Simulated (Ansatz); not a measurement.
Results of PBEsol in Ansatz (plane waves, PAW) for cubic perovskite CsHgCl3.

Run with plane-wave cutoff 520 eV, 10×10×10 k mesh, Fermi–Dirac smearing 0.05 eV, scalar-relativistic PAW data made under PBE.

Cell (relaxed at this level):

```xyz
5
Lattice="5.2683 0.0000 0.0000 0.0000 5.2683 0.0000 0.0000 0.0000 5.2683" Properties=species:S:1:pos:R:3 pbc="T T T"
Cs     0.0000     0.0000     0.0000
Hg     2.6341     2.6341     2.6341
Cl     2.6341     0.0000     2.6341
Cl     0.0000     2.6341     2.6341
Cl     2.6341     2.6341     0.0000
```

### Question
Predict the bulk modulus B0 and pressure derivative B′ of the bulk modulus.

### Answer

* **bulk modulus B0**: 34.2 GPa
* **pressure derivative B′ of the bulk modulus**: 5.2

The run finds no gap.

Note: the relaxation could not lower the start's symmetry, so the cell can be a saddle point above a distorted one; the volume lies 9 % below that of the published cell.

Spin–orbit coupling is not included; it can open a gap where bands touch, and shift volumes and moduli.

Computed values are for the static lattice.

Cost on a shared machine: roughly 4 core-minutes.

Ansatz is an electronic-structure program.
